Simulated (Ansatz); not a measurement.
**Electron-phonon data for Sc2Al (P6_3/mmc)**

Consider the following.

```
CELL_PARAMETERS angstrom
      4.85053     0.00000     0.00000
     -2.42526     4.20068     0.00000
      0.00000     0.00000     6.08567
ATOMIC_POSITIONS crystal
  Sc 0.00000 0.00000 0.00000
  Sc 0.00000 0.00000 0.50000
  Sc 0.33333 0.66667 0.75000
  Sc 0.66667 0.33333 0.25000
  Al 0.33333 0.66667 0.25000
  Al 0.66667 0.33333 0.75000
```

These are PBEsol, DFPT electron-phonon coupling, linearised Boltzmann equation (plane waves, PAW, scalar-relativistic; Ansatz, an electronic-structure program) values and carry that method's errors. How the cell was made: relaxed with this functional, without spin-orbit coupling.

```yaml
resistivity at 300 K: 125 (x), 125 (y), 44 (z) μΩ·cm
resistivity at 77 K: 21 (x), 21 (y), 6.2 (z) μΩ·cm
electron mean free path at 300 K (weighted by the current that each state carries): 1.80 (x), 1.80 (y), 2.00 (z) nm
electron-phonon coupling λ: 0.59
transport coupling λ_tr: 0.80 (x), 0.80 (y), 0.61 (z)
logarithmic_mean_phonon_energy: 13.7 meV
density of states at the Fermi level: 4.1 states/(eV·spin·cell)
drude_plasma_energy: 2.6 (x), 2.6 (y), 3.9 (z) eV
```

A metal at this level (no band gap). Only scattering by harmonic phonons is included (no impurities, grain boundaries, electron-electron scattering or thermal expansion). Spin-orbit coupling is left out. Values near or above 100 μΩ·cm, or paths under about 2 nm, lie near resistivity saturation, where the Boltzmann equation overshoots. The self-energy correction of the phonons between q points moved λ by about 5 %. Halving the electron mesh (20x20x16) moves the resistivity by up to 3 % at 300 K, the mean free path by up to 2 %, the coupling by up to 4 %. Smearing 0.20 eV; phonons on a 3x3x3 q mesh, which this run doesn't test and which matters most at low temperature.

Computed structure with no diffraction record at hand here (it may be known, metastable or hypothetical): Sc2Al (P6_3/mmc).
